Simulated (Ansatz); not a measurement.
System: hexagonal WC. Method: revPBE in Ansatz (plane waves, PAW).

Settings: plane-wave cutoff 520 eV, 24×24×20 k mesh (along the axes of the cell as run), Fermi–Dirac smearing 0.05 eV, no spin polarisation, scalar-relativistic PAW data made under PBE.

Cell (relaxed at this level):

Space group P-6m2 (No. 187); a = 2.930 Å, b = 2.930 Å, c = 2.854 Å, α = 90.00°, β = 90.00°, γ = 120.00°

```
atom  site  symmetry       x       y       z
----  ----  --------  ------  ------  ------
W       1a      -6m2  0.0000  0.0000  0.0000
C       1d      -6m2  0.3333  0.6667  0.5000
```

Q: Predict the bulk modulus and pressure derivative B′ of the bulk modulus.

A: 
- bulk modulus: 374 GPa
- pressure derivative B′ of the bulk modulus: 4.3

The run finds no gap.

Measured, for comparison: bulk modulus 384 ± 0.8 GPa (room temperature, not corrected to a static lattice, adiabatic, ultrasonic, our sources range from 377 to 412; as tabulated in Compression behavior of WC and WC-6%Co up to 50 GPa (OSTI 1006718)). Computed (rounded) less measured: bulk modulus -3 % (-0.8 % to -9 % over the range).

Note: the bulk modulus comes from volumes at which shape and atoms were relaxed.

Spin–orbit coupling is not included.

Computing time: roughly 8 core-minutes.

Ansatz is an electronic-structure program.
